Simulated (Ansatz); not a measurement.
An Ansatz (a first-principles code) input (r2SCAN (Ansatz, PAW, no spin-orbit coupling)):

Ansatz 0.2 input:
```yaml
crystal:
  lattice:
    - [0.0483657359, 2.8284056091, 2.8284056091]
    - [2.8284056091, 0.0483657359, 2.8284056091]
    - [2.876771345, 2.876771345, 0]
  atoms:
    - { symbol: Be, position: [0, 0, 0] }
    - { symbol: Te, position: [0.25, 0.25, 0.25] }
basis: { ecutwfc: 500, ecutrho_ratio: 4, xc_grid: 4, fft_grid_basis: typed }
kpoints: { mp_grid: { grid: [10, 10, 10] } }
hamiltonian:
  xc: r2scan
  dispersion: none
  pseudopotentials: { kind: paw }
scf: { occupations: { method: fermi_dirac, width: 0.05 }, convergence: { dr2_threshold: 0.0000000002 } }
relax: { f_tol: 0.005, max_steps: 50 }
output: { forces: true, stress: true }
checkpoint: { write: state.ck, write_every: 1000 }
```

Task: Which symmetry and how many k-points will the program report, and about how many plane waves at Γ?

Result: Space group Imm2 (ITA 44) with 4 operations, k-points 171 of 1000, and 1155 plane waves at Γ.

The cells carry an imposed strain or load. Stability against distortions was not tested. The cell was made from BeTe in the zinc blende structure (space group F-43m, No. 216) by this change: tensor shear ε_xy = +1.71 %.
